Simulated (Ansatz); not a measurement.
## GaN (model structure, started from the MgO type, Pm-3n, No. 223, 12 atoms in the cell): smallest direct gap on the k points sampled by level of theory

No measured value is used here.

| level (code) | value (eV) | cell (Å³/atom) |
|---|---|---|
| LDA (Ansatz) | 1.65 | 13.57 |
| PBEsol (Ansatz) | 1.56 | 13.96 |
| r²SCAN (Ansatz) | 1.86 | 13.93 |
| r²SCAN+rVV10 (Ansatz) | ? | 13.85 |
| dielectric-dependent PBEsol hybrid (Ansatz) | ? | 13.96 |
| HSE06+SOC (Ansatz) | 2.78 | 13.96 |
| PBE0 (Ansatz) | 3.48 | 13.96 |

Problem. Complete the blanks.

Solution. 
- r²SCAN+rVV10 (Ansatz, an electronic-structure program), value (eV): 1.78
- dielectric-dependent PBEsol hybrid (Ansatz), value (eV): 3.03

Computed values are for a static lattice. Spin–orbit coupling is included only where a level's name says +SOC; with heavier elements it mostly lowers gaps and can invert bands.  Values are at the level's own relaxed cell; dielectric-dependent PBEsol hybrid at the PBEsol cell; HSE06+SOC at the PBEsol cell; PBE0 at the PBEsol cell. Cutoffs and k meshes differ between the levels. Ansatz's density-functional and Hartree–Fock values are scalar-relativistic unless marked +SOC, with PAW data made under PBE.

A model structure was made by putting elements into a prototype or built by hand; it is no filed structure, need not be a known phase, and can be a saddle point held by its symmetry.
